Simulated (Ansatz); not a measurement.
## Effect of Ba on a O site (antisite), symmetric start on BaO

Consider a 16-atom supercell of BaO in the rock salt structure (space group Fm-3m, No. 225; a = 5.4896 Å) at its relaxed geometry.

Perturbation: a neutral Ba on a O site (antisite), symmetric start, atoms relaxed at fixed cell.

Method: Ansatz (a quantum-chemistry and plane-wave program) PBEsol, spin-orbit coupling left out. k-mesh 4×4×4 (Γ-centred); smearing 0.01 eV (Fermi–Dirac).

The pressure goes from zero to 4.2 GPa and the energy gained by relaxation is 2.50 eV. The largest displacement of a host atom from its site in the perfect cell comes out as 0.20 Å and the mean distance from the defect site to its nearest host atoms grows by 0.205 Å (2.74 Å → 2.95 Å).

Final structure:

```yaml
crystal:
  lattice:
    - [0.00000, 5.48964, 5.48964]
    - [5.48964, 0.00000, 5.48964]
    - [5.48964, 5.48964, 0.00000]
  atoms:
    - { symbol: Ba, position: [0.00000, 0.00000, 0.00000] }
    - { symbol: O, position: [0.00000, 0.00000, 0.50000] }
    - { symbol: O, position: [0.00000, 0.50000, 0.00000] }
    - { symbol: O, position: [0.00000, 0.50000, 0.50000] }
    - { symbol: O, position: [0.50000, 0.00000, 0.00000] }
    - { symbol: O, position: [0.50000, 0.00000, 0.50000] }
    - { symbol: O, position: [0.50000, 0.50000, 0.00000] }
    - { symbol: O, position: [0.50000, 0.50000, 0.50000] }
    - { symbol: Ba, position: [0.25000, 0.25000, 0.25000] }
    - { symbol: Ba, position: [0.26864, 0.26864, 0.73136] }
    - { symbol: Ba, position: [0.26864, 0.73136, 0.26864] }
    - { symbol: Ba, position: [0.26864, 0.73136, 0.73136] }
    - { symbol: Ba, position: [0.73136, 0.26864, 0.26864] }
    - { symbol: Ba, position: [0.73136, 0.26864, 0.73136] }
    - { symbol: Ba, position: [0.73136, 0.73136, 0.26864] }
    - { symbol: Ba, position: [0.75000, 0.75000, 0.75000] }
```

The magnetic state is the one reached from the starting moments; the real material's order can differ, and small cells can't hold many antiferromagnetic ones. The cell is small, so the values are those of an ordered compound at a high defect concentration; dilute-limit values will differ. The mesh was chosen for an insulator and is coarse for the gapless case. The defect started on the symmetric site and kept its symmetry, so it may sit on a saddle. Starting moments died away, wholly or in part, for Ba on a O site (antisite); another magnetic solution may exist. The defect cell is spin-polarised and ends with 0.1 μB.
